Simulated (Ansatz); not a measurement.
**HfC: response to strain**

Base system: HfC in the rock salt structure (space group Fm-3m, No. 225; a = 4.607 Å; relaxed with 0.1 eV smearing).

Strains are applied to the cell and any free atomic positions relax.

Calculations: DFT with PBEsol, PAW potentials and a 420 eV plane-wave cutoff in Ansatz (a quantum-chemistry and plane-wave program), spin-orbit coupling left out.

Candidates:
(a) isotropic strain +1.00 %
(b) isotropic strain −3.00 %
(c) isotropic strain +1.50 %
(d) isotropic strain +3.00 %

Notes on the quantities. energy relative to the base: free energy F.

**Question.** Order them by energy relative to the base, lowest first.

**Answer.** (a) isotropic strain +1.00 % (+8.3 meV/atom), (c) isotropic strain +1.50 % (+18 meV/atom), (d) isotropic strain +3.00 % (+70 meV/atom), (b) isotropic strain −3.00 % (+84 meV/atom)

No phonon test of stability was made. The final runs are not spin-polarised.
